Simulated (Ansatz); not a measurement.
# Hypothetical Pm-3n GaAs, pressure series

The reference is GaAs (space group Pm-3n, No. 223; a = 6.982 Å; a hypothetical phase, not in the database extracts checked).

Cell and atoms are relaxed at each pressure.

Level of theory: PBEsol (Ansatz, a first-principles code, PAW, scalar-relativistic without spin-orbit coupling).

```csv
pressure (GPa),volume per atom (Å³/atom)
-2,29.642
-1,?
0,28.366
0.3,28.208
0.7,28.000
1.5,27.611
3,26.955
7.5,25.386
10,24.687
```

Q: Fit the third-order Birch–Murnaghan form P(V) = (3B₀/2)[(V₀/V)^(7/3) − (V₀/V)^(5/3)]·[1 + (3/4)(B₀′ − 4)((V₀/V)^(2/3) − 1)] (squares taken in P) to the rows shown and predict the withheld row.

A: Least squares on the printed values gives V₀ = 28.376 Å³/atom, B₀ = 51.3 GPa, B₀′ = 4.8; this predicts 28.963 Å³/atom, and the run gives 28.956 Å³/atom, 0.007 lower.

A case with no gap was solved on a k-mesh chosen for an insulator, which is coarse for it. Load acts through the strain it causes; cell and atoms are relaxed under it. Whether these cells are dynamically stable was not tested. No other phases were tried under pressure. All final runs are without spin polarisation.
